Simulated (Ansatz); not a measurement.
End structure of a constructed model of the (111) surface of fcc Ag, (√3x√3)R30° surface alloy, Zn on one Ag site of the top plane (bottom of the slab: a bare face, its two planes held):

```yaml
crystal:
  lattice:
    - [4.40007, 2.54038, 0.00000]
    - [-4.40007, 2.54038, 0.00000]
    - [0.00000, 0.00000, 28.00000]
  atoms:
    - { symbol: Ag, position: [0.00000, 0.66667, 0.28697] }
    - { symbol: Ag, position: [0.33333, 0.33333, 0.28697] }
    - { symbol: Ag, position: [0.66667, 0.00000, 0.28697] }
    - { symbol: Ag, position: [0.00000, 0.33333, 0.37251] }
    - { symbol: Ag, position: [0.33333, 0.00000, 0.37251] }
    - { symbol: Ag, position: [0.66667, 0.66667, 0.37251] }
    - { symbol: Ag, position: [0.00000, 0.00000, 0.45739] }
    - { symbol: Ag, position: [0.33333, 0.66667, 0.45774] }
    - { symbol: Ag, position: [0.66667, 0.33333, 0.45774] }
    - { symbol: Ag, position: [0.00000, 0.66718, 0.54296] }
    - { symbol: Ag, position: [0.33282, 0.33282, 0.54296] }
    - { symbol: Ag, position: [0.66718, 0.00000, 0.54296] }
    - { symbol: Ag, position: [0.00000, 0.33208, 0.62820] }
    - { symbol: Ag, position: [0.33208, 0.00000, 0.62820] }
    - { symbol: Ag, position: [0.66792, 0.66792, 0.62820] }
    - { symbol: Zn, position: [0.00000, 0.00000, 0.70966] }
    - { symbol: Ag, position: [0.33333, 0.66667, 0.71316] }
    - { symbol: Ag, position: [0.66667, 0.33333, 0.71316] }
```

Set-up: 18 atoms, 11.9 Å thick at the start with caps and adatoms (thin: gaps and levels are the slab's own); mesh 9x9x1; 0.1 eV smearing; dipole correction on; 6 atoms held, the rest relaxed; start symmetry kept, larger cells not searched; no spin, no spin-orbit, no U. It is one candidate, not shown to be the stable structure of the face.

**Question.** Give the work function of the top face at the level Ansatz (a first-principles code) with PBE.

**Answer.** 4.42 eV
